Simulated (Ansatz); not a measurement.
Base system: Pd in the fcc (Cu type) structure (space group Fm-3m, No. 225; a = 3.840 Å).

Computed with plane-wave PAW DFT at the LDA level (Ansatz, a first-principles code, 420 eV), scalar-relativistic without spin-orbit coupling.

One change was made to it. Results:

The density increases by 1.327 g/cm³ (12.49 g/cm³ → 13.81 g/cm³); the shortest interatomic distance drops by 0.090 Å (2.715 Å → 2.625 Å).

Problem. Which of these changes matches the shifts?
A) pressure 2.1 GPa
B) pressure 4.5 GPa
C) pressure 0.9 GPa
D) pressure 15 GPa
E) pressure 30 GPa

Solution. E, pressure 30 GPa. For comparison, the density in the other runs: pressure 2.1 GPa gives 12.60 g/cm³; pressure 15 GPa gives 13.22 g/cm³; pressure 4.5 GPa gives 12.73 g/cm³; pressure 0.9 GPa gives 12.54 g/cm³.

Load acts through the strain it causes; cell and atoms are relaxed under it. No phonon test of stability was made. No other phases were tried under pressure. The final runs are not spin-polarised.
